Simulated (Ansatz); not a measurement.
Y (Fm-3m, No. 225, 1 atom in the cell; start mp-9; another form than the element's usual one), treated with LDA (plane waves, PAW; Ansatz, a first-principles code).

Run with plane-wave cutoff 520 eV, 18×18×18 k mesh, Fermi–Dirac smearing 0.05 eV, scalar-relativistic PAW data made under PBE.

Cell (relaxed at this level):

```xyz
1
Lattice="0.0000 2.4511 2.4511 2.4511 0.0000 2.4511 2.4511 2.4511 0.0000" Properties=species:S:1:pos:R:3 pbc="T T T"
Y      0.0000     0.0000     0.0000
```

What does this level give for the bulk modulus B0?


- bulk modulus B0 = 45.6 GPa

The run finds no gap.

Note: the bulk modulus is −V dP/dV from two relaxed cells at ±2 % in volume; the relaxation could not lower the start's symmetry, so the cell can be a saddle point above a distorted one.

Computed values are for the static lattice.

The result took about 26 core-seconds (a rough figure).

A start named mp-… is a Materials Project structure, which need not be a measured phase.
